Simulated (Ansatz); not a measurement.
The parent structure is GaAs in the zinc blende structure (space group F-43m, No. 216; a = 5.6028 Å).

All numbers come from LDA in Ansatz (plane waves to 420 eV, PAW, without spin-orbit coupling).

Before the change:

The band gap is 0.49 eV and the electron mass is 0.029 mₑ (at Γ).

Perturbation: a hydrostatic pressure of 4.5 GPa.

### Question
What does the calculation give for the band gap after the change?

### Answer
The band gap grows by 0.41 eV (0.49 eV → 0.90 eV).

### Question
What happens to the electron mass?

### Answer
The electron mass becomes 0.049 mₑ (at Γ) (base: 0.029 mₑ (at Γ)).

Load acts through the strain it causes; cell and atoms are relaxed under it. Masses are band curvatures over ±0.01 Å⁻¹ around the edge. Stability against distortions was not tested. Tetrahedral semiconductors of this kind turn to denser phases somewhere between about 1 and 50 GPa; those were not computed, so compressed cells here can lie past the real transition.

Ansatz is an electronic-structure program.
